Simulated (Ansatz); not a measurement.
Sc₂Al (model structure, started from the MoSi2 type, I4/mmm, No. 139, 3 atoms in the cell) was calculated with LDA (Ansatz, a quantum-chemistry and plane-wave program, plane waves, PAW).

Run with plane-wave cutoff 520 eV, 20×20×20 k mesh, Fermi–Dirac smearing 0.05 eV, scalar-relativistic PAW data made under PBE.

Cell (relaxed at this level):

```
CELL_PARAMETERS angstrom
     -1.54471     1.54471     6.24037
      1.54471    -1.54471     6.24037
      1.54471     1.54471    -6.24037
ATOMIC_POSITIONS crystal
  Al 0.00000 0.00000 0.00000
  Sc 0.34455 0.34455 0.00000
  Sc 0.65545 0.65545 0.00000
```

**Question.** What does this level give for the bulk modulus?

**Answer.** 
- bulk modulus: 75.9 GPa

The run finds no gap.

Note: the bulk modulus is −V dP/dV from two relaxed cells at ±2 % in volume; the relaxation could raise the start's symmetry but not lower it, so the cell can be a saddle point.

The computed numbers hold no vibrational or temperature effects.

Cost on a shared machine: about 7 core-minutes (a rough figure).

A model structure was made by putting elements into a prototype or built by hand; it is no filed structure, need not be a known phase, and can be a saddle point held by its symmetry.
